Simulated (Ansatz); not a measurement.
# BN: response to strain

Take BN in the wurtzite structure (space group P6_3mc, No. 186; a = 2.5232 Å, c = 4.1751 Å) as the base. Axes: x lies along a and z along c of the hexagonal cell.

Strains are applied to the cell and any free atomic positions relax; under biaxial strain the out-of-plane vector relaxes too.

Method: DFT with LDA, PAW potentials and a 420 eV plane-wave cutoff in Ansatz (a first-principles code), without spin-orbit coupling.

```tsv
biaxial strain, plane normal [001], relaxed out of plane (%)	band gap (eV)
0	4.93
0.6	4.99
1.2	5.04
1.8	?
2.4	5.12
3	5.16
```

**Question.** Fit E_g = E₀ + Dε (ε in %) to the rows shown and predict the withheld row.

**Answer.** Least squares on the printed values gives E₀ = 4.94 eV, D = 75.0 meV per % of strain (largest residual 0.01 eV); this predicts 5.07 eV, and the run gives 5.08 eV, in agreement.

Whether these cells are dynamically stable was not tested.
